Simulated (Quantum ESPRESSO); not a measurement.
Quantum ESPRESSO is run on Ta6S (P-1, 14 atoms in the cell), and the run fails. The aim is a self-consistent single point with DFT, LDA (PZ), plane waves, GBRV 1.5 ultrasoft (LDA) pseudopotentials.

Cell that was meant: a = 5.2430 Å, b = 7.5013 Å, c = 7.5134 Å, α = 113.82°, β = 98.41°, γ = 109.17°.

Part of the input:

```fortran
Ta    0.2514055707    0.0208267710    0.5097374544
Ta    0.0000000000    0.0000000000    0.0000000000
Ta    0.0765680734    0.1855839625    1.0696048823
Ta1    0.2438864374    0.4802758505    0.1712360485
K_POINTS automatic
4 3 3  0 0 0
CELL_PARAMETERS angstrom
```

The program printed (abridged):

```
     This program is part of the open-source Quantum ESPRESSO suite
     for quantum simulation of materials; please cite

 %%%%%%%%%%%%%%%%%%%%%%%%%%%%%%%%%%%%%%%%%%%%%%%%%%%%%%%%%%%%%%%%%%%%%%%%%%%%%%
     Error in routine read_cards (14):
     species Ta1 in ATOMIC_POSITIONS is nonexistent
 %%%%%%%%%%%%%%%%%%%%%%%%%%%%%%%%%%%%%%%%%%%%%%%%%%%%%%%%%%%%%%%%%%%%%%%%%%%%%%

     stopping ...
```

Task: Read the log: what does the program object to, and what is the fix?

Result: The fault is an atom label that is not in the list of species. Labels in the positions must match the species card. To fix it, correct the label. The program stopped before any SCF iteration.

An input that runs soundly differs in these lines (not the only fix; some lines may just follow from the change or write a value another way):
```diff
-Ta1    0.2438864374    0.4802758505    0.1712360485
+Ta    0.2438864374    0.4802758505    0.1712360485
```

With that input, the run converged in 19 iterations: free energy E − TS -23830.7512 eV; Fermi level (on the code's own zero) 18.14 eV; pressure -7.98 GPa; largest force (vector length) 0.426 eV/Å (DFT, LDA (PZ), plane waves, GBRV 1.5 ultrasoft (LDA) pseudopotentials).

On the sound input: the starting cell comes from a database of published, mostly measured structures (it also holds non-ambient and calculated ones), without a prior relaxation at this level. Spin polarisation is off. With a pressure of about -8 GPa the cell is away from its equilibrium volume at this level.
